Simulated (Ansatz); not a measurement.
System: interstitial Li in wurtzite CdSe (charge state +1). Method: PBE, PAW (plane waves to 420 eV; Ansatz, a first-principles code).

Settings: 72 host sites, the relaxed PBE lattice, one k-point at (0.125, 0.250, 0.250), smearing 0.01 eV, spin-restricted, no image-charge correction. No zero-point or tunnelling terms. The charge state is imposed; whether it is stable for some Fermi level was not computed. Sites that were not tried may lie lower.

Barriers: single points on a 2×2×2 k-point mesh shifted by half a step along c at the bands' geometries.

The step: several atoms move together, Li the farthest. Atoms about the jump, Cartesian Å from the middle of the jump, before and after:

| atom | x0 | y0 | z0 | x1 | y1 | z1 |
|---|---|---|---|---|---|---|
| Li1 | 1.08 | 0.66 | 0.18 | -1.08 | -0.66 | -0.18 |
| Se2 | -1.08 | -0.65 | -2.52 | -1.09 | -0.66 | -2.62 |
| Se3 | 1.09 | -1.84 | 1.02 | 0.98 | -1.84 | 1.02 |
| Se4 | -1.06 | 1.87 | 1.02 | -1.10 | 1.75 | 1.02 |
| Cd5 | -1.19 | -0.67 | 2.00 | -1.11 | -0.64 | 2.43 |
| Cd6 | -1.18 | 1.91 | -1.72 | -1.09 | 1.94 | -1.76 |
| Cd7 | 1.11 | -2.01 | -1.72 | 1.18 | -1.97 | -1.76 |

**Question.** Give the saddle-point geometry and the barrier.

**Answer.** 
| atom | x | y | z |
|---|---|---|---|
| Li1 | -0.43 | -0.27 | -0.23 |
| Se2 | -1.04 | -0.62 | -2.57 |
| Se3 | 1.03 | -1.86 | 1.02 |
| Se4 | -1.10 | 1.81 | 1.02 |
| Cd5 | -1.20 | -0.69 | 2.32 |
| Cd6 | -1.14 | 2.03 | -1.79 |
| Cd7 | 1.22 | -2.05 | -1.78 |
It lies 0.22 eV above the start and 0.057 eV above the end. The saddle point's order was not checked, and it lies on a symmetry element of the cell, where a band can be held.
